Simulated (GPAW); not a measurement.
Input and output of a self-consistent single point for Fe3Ge (Fm-3m, 4 atoms in the cell) (GPAW).

Method of the run: PBEsol, GPAW PAW datasets PBEsol (made by gpaw-setup) (plane waves; GPAW).

```yaml
crystal:
  lattice:
    - [0.00000, 2.81347, 2.81347]
    - [2.81347, 0.00000, 2.81347]
    - [2.81347, 2.81347, 0.00000]
  atoms:
    - { symbol: Fe, position: [0.50000, 0.50000, 0.50000], spin: 4.0 }
    - { symbol: Fe, position: [0.25000, 0.25000, 0.25000], spin: 4.0 }
    - { symbol: Fe, position: [0.75000, 0.75000, 0.75000], spin: 4.0 }
    - { symbol: Ge, position: [0.00000, 0.00000, 0.00000] }
```
(The spins are starting values, not results.)

Reference input (self-consistent single point, DFT PBEsol, plane waves, GPAW PAW datasets PBEsol (made by gpaw-setup)): spinpol = true; mode = pw; ecut = 800 eV; xc = PBEsol; kpts = 9 9 9; mesh shift (steps) = 0 0 0; occupations.name = fermi-dirac; occupations.width = 0.136 eV; nbands = -12; convergence.forces = 0.001 eV/Å; symmetry.symmorphic = false; symmetry.tolerance = 0.0005. This run's input differs from it in these lines:

```diff
@@ -19,3 +19,3 @@
             xc='PBEsol',
-            kpts=(9, 9, 9),
+            kpts=(5, 5, 5),
             occupations={'name': 'fermi-dirac', 'width': 0.136},
```

The program printed (abridged):

```
     iter     time        total  log10-change:         magmom
                         energy   eigst   dens  force
iter:   1 --:--:--   -32.778920                          +12.0213
iter:   2 --:--:--   -34.227485   -1.06  -1.39           +8.6959
iter:   3 --:--:--   -34.552580   -1.83  -1.39           +6.3870
iter:   4 --:--:--   -34.676633   -1.72  -1.48           +5.8316
iter:   5 --:--:--   -34.629570   -2.50  -1.80           +5.7604
iter:   6 --:--:--   -34.618461   -3.33  -1.88           +5.6879
iter:   7 --:--:--   -34.655678   -2.60  -1.92           +5.0178
iter:   8 --:--:--   -34.664447   -3.40  -2.09           +5.1293
   [... lines left out ...]
iter:  19 --:--:--   -34.651126c  -6.52  -3.55           +5.0522
iter:  20 --:--:--   -34.651006c  -6.67  -3.49           +5.0543
iter:  21 --:--:--   -34.650953c  -7.32  -3.75           +5.0527
iter:  22 --:--:--   -34.650892c  -7.32  -3.84           +5.0490
iter:  23 --:--:--   -34.650914c  -6.67  -3.88           +5.0497
iter:  24 --:--:--   -34.650902c  -7.34  -4.38c          +5.0490
iter:  25 --:--:--   -34.650873c  -7.20  -4.37c          +5.0483
iter:  26 --:--:--   -34.650879c  -8.46c -4.17c          +5.0481
iter:  27 --:--:--   -34.650881c  -7.95c -4.37c -16.79c   +5.0462
Converged after 27 iterations.

Dipole moment: (-0.000000, -0.000000, -0.000000) |e|*Ang

Total magnetic moment: (0.000000, 0.000000, 5.046237)
Local magnetic moments:
   0 Fe ( 0.000000,  0.000000,  2.478840)
   1 Fe ( 0.000000,  0.000000,  1.309301)
   2 Fe ( 0.000000,  0.000000,  1.309301)
   3 Ge ( 0.000000,  0.000000, -0.024461)

Energy contributions relative to reference atoms: (reference = -160817.208739)

Kinetic:        +50.201044
Potential:      -40.263667
External:        +0.000000
XC:             -44.754537
Entropy (-ST):   -0.218191
Local:           +0.275374
SIC:             +0.000000
--------------------------
Free energy:    -34.759977
Extrapolated:   -34.650881

Spin contamination: 0.143648 electrons
Showing only first 2 kpts
                      Up                     Down
   [... lines left out ...]
Fermi level: 11.75309
No gap
   [... lines left out ...]
Energy (eV): -34.650881

Forces in eV/Ang:
  0 Fe    0.00000   -0.00000    0.00000
  1 Fe    0.00000   -0.00000   -0.00000
  2 Fe   -0.00000   -0.00000   -0.00000
  3 Ge   -0.00000   -0.00000    0.00000

Stress tensor:
    -0.020087     0.000000     0.000000
     0.000000    -0.020087     0.000000
     0.000000     0.000000    -0.020087
Stress (GPa, Voigt): [-3.2184 -3.2184 -3.2184  0.      0.      0.    ]
```

The run converged in 27 iterations. GPAW prints stress with tension positive. Against the reference run the free energy rises by 2.4 meV/atom, the pressure goes from 2.98 to 3.22 GPa and the size of the net moment moves little (1.25 to 1.26 μB/atom).

The starting cell comes from a database of computed structures (which also holds hypothetical and non-ambient phases and stackings), without a prior relaxation at this level. Its lattice was rescaled by a random factor within 2.5 % of one. The magnetic order is the one reached from the typed start; others were not searched systematically. With a pressure of about 3 GPa the cell is away from its equilibrium volume at this level.

Cost on one core of a shared machine: roughly 90 s.
